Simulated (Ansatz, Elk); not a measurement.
An Elk input for a self-consistent single point of Os (P6_3/mmc, 4 atoms in the cell) (DFT, PBE, all-electron FP-LAPW, Elk's shipped species files, APW+lo basis with extra local orbitals):

```
tasks
  0

xctype
  20

tforce
  .true.

rgkmax
  7.5

gmaxvr
  18.0

lmaxapw
  10

lmaxo
  8

nxlo
  2

lorbcnd
  .true.

lradstp
  2

nrmtscf
  2.0

rmtscf
  0.86

lmaxi
  4

stype
  0

swidth
  0.00367493

scale
  1.889726125

avec
    2.6994980892   -0.0000000207    0.0000000000
   -1.3497490267    2.3378339331    0.0000000000
    0.0000000000    0.0000000000    8.6856530000

sppath
  'species/'

atoms
  1   : nspecies
  'Os.in'   : spfname
  4   : natoms; atposl, bfcmt below
  0.0000000000  0.0000000000  0.0000000000    0.0 0.0 0.0
  0.0000000000  0.0000000000  0.5000000000    0.0 0.0 0.0
  0.3333333333  0.6666666667  0.2500000000    0.0 0.0 0.0
  0.6666666667  0.3333333333  0.7500000000    0.0 0.0 0.0

ngridk
  9 9 3
```

Question: Write the same calculation as an input for Ansatz (a first-principles code).

Answer: One input that does it (others would too):

Ansatz 0.2 input:
```yaml
crystal:
  lattice:
    - [2.699498, 0.000000, 0.000000]
    - [-1.349749, 2.337834, 0.000000]
    - [0.000000, 0.000000, 8.685653]
  atoms:
    - { symbol: Os, position_ang: [0.000000, 0.000000, 0.000000] }
    - { symbol: Os, position_ang: [0.000000, 0.000000, 4.342827] }
    - { symbol: Os, position_ang: [-0.000001, 1.558557, 2.171413] }
    - { symbol: Os, position_ang: [1.349750, 0.779277, 6.514240] }
kpoints:
  mp_grid: { grid: [9, 9, 3] }
hamiltonian:
  xc: pbe
  pseudopotentials: { kind: paw }
scf:
  occupations: { method: gaussian, width: 0.1 eV }
output:
  forces: true
  eigenvalues: true
  stress: true
```

Basis, cutoffs, solver keys and any potentials are the target program's own. This input uses DFT, PBE, plane waves, default PAW files.

The starting cell was generated: these elements placed on a structure prototype, without a prior relaxation; it need not be a known phase or ordering of this composition. Its lattice was rescaled by a random factor within 2.5 % of one. For this run, on top of that: lattice scaled by 0.98.
